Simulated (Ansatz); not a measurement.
**Pressure series in WSi2**

Base system: WSi₂ (space group I4/mmm, No. 139).

```xyz
3
Lattice="-1.6013 1.6013 3.9078 1.6013 -1.6013 3.9078 1.6013 1.6013 -3.9078" Properties=species:S:1:pos:R:3 pbc="T T T"
Si     0.0000     0.0000     5.2011
Si     0.0000     0.0000     2.6146
W      0.0000     0.0000     0.0000
```

Cell and atoms are relaxed at each pressure.

Calculations: DFT with PBEsol, PAW potentials and a 420 eV plane-wave cutoff in Ansatz (an electronic-structure program), scalar-relativistic without spin-orbit coupling.

```
pressure (GPa)  volume per atom (Å³/atom)
--------------  -------------------------
-2                                 13.479
0                                  13.360
0.9                                13.309
2.1                                13.242
4.5                                13.113
9                                  12.888
15                                 12.617
22.5                                    ?
30                                 12.045
```

Q: Fit the third-order Birch–Murnaghan form P(V) = (3B₀/2)[(V₀/V)^(7/3) − (V₀/V)^(5/3)]·[1 + (3/4)(B₀′ − 4)((V₀/V)^(2/3) − 1)] (squares taken in P) to the rows shown and predict the withheld row.

A: Least squares on the printed values gives V₀ = 13.360 Å³/atom, B₀ = 231 GPa, B₀′ = 4.3; this predicts 12.314 Å³/atom, and the run gives 12.315 Å³/atom, in agreement.

Load acts through the strain it causes; cell and atoms are relaxed under it. Whether these cells are dynamically stable was not tested. Competing high-pressure phases were not computed. The final runs are not spin-polarised.
